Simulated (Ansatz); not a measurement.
The reference is BiTe (space group P-3m1, No. 164; a = 4.422 Å, c = 23.929 Å). Axes: x lies along a and z along c of the hexagonal cell.

Computed with DFT with PBE-D3(BJ), PAW potentials and a 420 eV plane-wave cutoff in Ansatz (a program for electronic structure), no spin-orbit coupling.

Before the change:

```
Property                         Result
-----------------------------  --------
Pressure                       0.00 GPa
Shortest interatomic distance   3.058 Å
```

Modification: uniaxial strain ε_yy = +0.23 %, all other strain components held at zero; the atoms relax in the strained cell.

Problem. Predict the new pressure, energy relative to the base and shortest interatomic distance.

Solution. The pressure (mean of the normal stresses, compression positive) goes from zero to -0.09 GPa; the energy hardly moves; the shortest interatomic distance stays essentially unchanged (3.058 Å against 3.059 Å).

Whether these cells are dynamically stable was not tested.
